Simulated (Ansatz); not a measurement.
The starting structures come from a database of crystals and need not be the phases stable at ambient conditions.

 Where the default PAW files enter, the runs use the earlier of Ansatz's two default sets.

By LDA, the system below comes out a metal.

Without scattering a metal conducts by its projected Fermi surface.

Consider the following.

```
CELL_PARAMETERS angstrom
      3.06138     0.00000     0.00000
     -1.02046     2.88630     0.00000
      1.02046     1.44315     2.49961
ATOMIC_POSITIONS crystal
  Hf 0.00000 0.00000 0.00000
```

Space group of this cell: Im-3m, bcc (W type). The cell is taken as given; by LDA its mean pressure is -7.8 GPa.

The current flows along the normal of the first two printed cell vectors, the (110) plane of the conventional cell. No spin-orbit coupling; the value is a mean over 0.1 eV about the Fermi level.

Task: Give the ballistic conductance per area that LDA run with Ansatz (an electronic-structure program) yields.

Result: 1.3 × 10¹⁵ S/m² for both spins.
